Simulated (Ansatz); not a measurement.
What tensor shear ε_yz = +3.80 % does to NbIr3

Start from NbIr3 (space group P6_3/mmc, No. 194; a = 5.519 Å, c = 4.434 Å; a cell from a computed database, its experimental status unchecked). Axes: x lies along a and z along c of the hexagonal cell.

Modification: tensor shear ε_yz = +3.80 % (engineering shear γ = 0.0760); the atoms relax in the strained cell.

Level of theory: Ansatz (an electronic-structure program) PBEsol, no spin-orbit coupling. Γ-centred 10×10×11 mesh, Fermi–Dirac width 0.05 eV.

* **Space group**: C2/m (No. 12) (base P6_3/mmc (No. 194))
* **Shortest interatomic distance**: 2.641 Å (base 2.716 Å)
* **Energy relative to the base (free energy F)**: +47 meV/atom
* **Pressure (mean of the normal stresses, compression positive)**: 1.8 GPa (base 0.0 GPa)
* **Band gap**: zero (base zero)
* **Largest internal atomic displacement**: 0.022 Å
* **Stress (xx, yy, zz, yz, xz, xy; compression positive)**: (0.8, 1.1, 3.5, -13.1, 0.0, 0.0) GPa (rough)

Without a gap, meshes like the base's 10×10×11 leave anisotropic stresses uncertain by several tenths of a GPa, and small strain energies with them. Whether these cells are dynamically stable was not tested. All final runs are without spin polarisation.
